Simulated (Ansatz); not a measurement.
A computed series for hypothetical cubic Laves (MgCu2 type) Ga2Pt: response to strain

Base system: Ga₂Pt in the cubic Laves (MgCu2 type) structure (space group Fd-3m, No. 227; a hypothetical phase, not in the database extracts checked).

```
Ga2Pt
1.0
    0.00000     3.59655     3.59655
    3.59655     0.00000     3.59655
    3.59655     3.59655     0.00000
Ga Pt
4 2
Direct
  0.62500   0.62500   0.62500
  0.12500   0.62500   0.62500
  0.62500   0.12500   0.62500
  0.62500   0.62500   0.12500
  0.25000   0.25000   0.25000
  0.00000   0.00000   0.00000
```

Cartesian axes are those of the cell as printed.

Strains are applied to the cell and any free atomic positions relax; under biaxial strain the out-of-plane vector relaxes too.

Calculations: Ansatz (a quantum-chemistry and plane-wave program), PBEsol, PAW, cutoff 420 eV, scalar-relativistic without spin-orbit coupling.

Notes on the quantities. pressure: mean of the normal stresses, compression positive; energy relative to the base: free energy F.

```csv
case,pressure,energy relative to the base,shortest interatomic distance
base,0.0 GPa,0 meV/atom,2.543 Å
"biaxial strain +2.99 %, plane normal [001], relaxed out of plane",3.7 GPa,-27 meV/atom,2.485 Å
"biaxial strain −1.81 %, plane normal [110], relaxed out of plane",-0.1 GPa,-41 meV/atom,2.497 Å
uniaxial strain ε_xx = −1.31 %,1.6 GPa,+0.4 meV/atom,2.527 Å
```

Without a gap, meshes like the base's 11×11×11 leave anisotropic stresses uncertain by several tenths of a GPa, and small strain energies with them. Stability against distortions was not tested. All final runs are without spin polarisation. Under biaxial strain +2.99 %, plane normal [001], relaxed out of plane and biaxial strain −1.81 %, plane normal [110], relaxed out of plane the cell ends below the base's energy or with stress of the wrong sign: the atoms slid into a distortion or the cell is elastically unstable, so the base is not a stable minimum at this level. Ga2Pt has a high density of states at the Fermi level and may be magnetic at this level.
